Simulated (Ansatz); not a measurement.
InSb: strain tensor (xx, yy, zz, yz, xz, xy) = (+0.55, −2.20, +0.12, +1.11, −0.99, −0.14) %

The reference is InSb in the zinc blende structure (space group F-43m, No. 216; a = 6.556 Å). Axes: x, y, z lie along the cube axes.

Now apply this change: the symmetric strain tensor [0.0055 -0.0014 -0.0099; -0.0014 -0.0220 0.0111; -0.0099 0.0111 0.0012]; the atoms relax in the strained cell.

Level of theory: Ansatz (a first-principles code), r2SCAN, PAW, cutoff 500 eV, scalar-relativistic without spin-orbit coupling. Γ-centred 12×12×12 mesh, Fermi–Dirac width 0.05 eV.

- Volume per atom: 34.67 Å³ (base 35.22 Å³)
- Space group: P1 (No. 1) (base F-43m (No. 216))
- Shortest interatomic distance: 281.3 pm (base 283.9 pm)
- Energy relative to the base (free energy F): +5.5 meV/atom
- Pressure (mean of the normal stresses, compression positive): 0.7 GPa (base 0.0 GPa)
- Band gap: 0.08 eV (base zero)
- Gap character: indirect, Γ–Z (10 % along) → Γ
- Smallest direct gap: 0.09 eV (base zero)
- Valley order (the lowest conduction-band minima on the path, energy above the VBM, named in the base's zone): Γ 0.08 eV; L along [1-11] 0.54 eV; L along [11-1] 0.69 eV; L along [111] 0.70 eV (base Γ 0.02 eV; L along ⟨111⟩ 0.77 eV; a point along ⟨100⟩, about 0.8 Å⁻¹ from Γ 1.48 eV)
- Largest internal atomic displacement: 0.016 Å
- Stress (xx, yy, zz, yz, xz, xy; compression positive): (0.4, 1.2, 0.5, -0.7, 0.6, 0.1) GPa (rough)

Final structure:

```
InSb
1.0
   -0.03704     3.24207     3.31812
    3.26354     0.03163     3.24945
    3.29140     3.20126     0.00377
Sb In
1 1
Direct
  0.74635   0.75334   0.75029
  0.00365   0.99666   0.99971
```

Without a gap, meshes like the base's 12×12×12 leave anisotropic stresses uncertain by several tenths of a GPa, and small strain energies with them. Spin-orbit coupling, missing from the scalar runs, can matter with Sb. No phonon test of stability was made. The final runs are not spin-polarised. Gaps under 0.05 eV, about the width of the smearing, are given as zero. A zero or small gap of InSb can be the functional's error rather than a property of the material. k-point labels follow each cell's own Brillouin zone.
